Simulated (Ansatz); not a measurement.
Given:

End structure of a constructed model of the (111) surface of fcc Rh, a pseudomorphic layer of Al in the host's stacking (bottom of the slab: a bare face, its two planes held):

```
CELL_PARAMETERS angstrom
      2.70822     0.00000     0.00000
     -1.35411     2.34539     0.00000
      0.00000     0.00000    29.50000
ATOMIC_POSITIONS crystal
  Rh 0.33333 0.66667 0.27426
  Rh 0.66667 0.33333 0.34922
  Rh 0.00000 0.00000 0.42360
  Rh 0.33333 0.66667 0.49885
  Rh 0.66667 0.33333 0.57322
  Rh 0.00000 0.00000 0.65042
  Al 0.33333 0.66667 0.72058
```

Slab: 7 atoms, 13.3 Å thick at the start with caps and adatoms (thin: gaps and levels are the slab's own); k 16x16x1, smearing 0.1 eV, dipole-corrected; single point; on the structure that PBE left under its start's symmetry; no spin, no spin-orbit, no U. It is one candidate, not shown to be the stable structure of the face.

Task: Predict the work function of the top face from r2SCAN, at the PBE geometry (Ansatz, a quantum-chemistry and plane-wave program).

Result: 4.48 eV
